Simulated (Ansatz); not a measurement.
Phonon-limited resistivity of TaAs (Pm-3m) against temperature in μΩ·cm, PBEsol, DFPT electron-phonon coupling, linearised Boltzmann equation in Ansatz (a quantum-chemistry and plane-wave program), harmonic crystal at a fixed cell.

```csv
T,ρ
50 K,1.00
77 K,2.8
100 K,…
150 K,7.9
200 K,11.3
250 K,14.5
273 K,…
300 K,17.7
350 K,21
400 K,24
500 K,30
600 K,…
800 K,49
```

Problem. Complete the blanks.

Solution. 
- 100 K, ρ: 4.5
- 273 K, ρ: 16.0
- 600 K, ρ: 37

A metal at this level (no band gap). Only scattering by harmonic phonons is included (no impurities, grain boundaries, electron-electron scattering or thermal expansion). Spin-orbit coupling is left out, which matters with elements this heavy. The squared frequency of the phonon mode least converged on the k mesh is uncertain by 13 %. Halving the electron mesh (28x28x28) moves the resistivity by up to 6 %. Smearing 0.20 eV; phonons on a 4x4x4 q mesh, which this run doesn't test and which matters most at low temperature.

Computed structure, not matched to a measured one here, so possibly hypothetical: TaAs (Pm-3m).
